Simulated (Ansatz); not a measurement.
The parent structure is Cu$_{3}$SbSe$_{4}$ (space group I-42m, No. 121; a = 5.6272 Å, c = 11.1837 Å).

Calculations: PBEsol/PAW in Ansatz (an electronic-structure program), no spin-orbit coupling.

Base values:

```
Quantity    Value
--------  -------
Pressure  0.0 GPa
```

One thing is altered: an isotropic linear strain of +2.25 %; the atoms relax in the strained cell.

Question: Estimate the effect on the energy relative to the base.

Answer: The energy grows by 20 meV/atom.

Question: What does the calculation give for the pressure after the change?

Answer: The pressure (mean of the normal stresses, compression positive) goes from zero to -3.9 GPa.

Stability against distortions was not tested. The final runs are not spin-polarised.
